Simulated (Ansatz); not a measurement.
The starting structures come from a database of crystals and need not be the phases stable at ambient conditions.

Inside the gap of an insulator the Bloch states are evanescent, with a wavenumber k + iκ along the transport direction.

Consider the following.

```yaml
crystal:
  lattice:
    - [3.45668, 0.00000, 0.00000]
    - [1.72834, 14.19779, 0.00000]
    - [1.72834, -0.21040, 2.98617]
  atoms:
    - { symbol: Zn, position: [0.47480, 0.78780, 0.26260] }
    - { symbol: Zn, position: [0.52327, 0.21510, 0.73837] }
    - { symbol: Zn, position: [0.73760, 0.39360, 0.13120] }
    - { symbol: In, position: [0.99860, 0.00210, 0.00070] }
    - { symbol: In, position: [0.27367, 0.58950, 0.86317] }
    - { symbol: O, position: [0.16987, 0.74520, 0.91507] }
    - { symbol: O, position: [0.83220, 0.25170, 0.08390] }
    - { symbol: O, position: [0.61180, 0.58230, 0.19410] }
    - { symbol: O, position: [0.37927, 0.43110, 0.81037] }
    - { symbol: O, position: [0.38220, 0.92670, 0.30890] }
    - { symbol: O, position: [0.61747, 0.07380, 0.69127] }
```

Space group of this cell: R3m. The cell is taken as given; by r2SCAN its mean pressure is -6.4 GPa.

Transport runs along the normal of the first two printed cell vectors, the (101) plane of the conventional cell.

No gap correction and no spin-orbit coupling; mid-gap values are interpolated between computed energies.

Task: Predict the band gap and the smallest decay constant κ at mid-gap from r2SCAN in Ansatz (a quantum-chemistry and plane-wave program).

Result: Gap 0.91 eV on a 10×10×10 mesh; κ = 0.114 1/Å, at the zone centre.
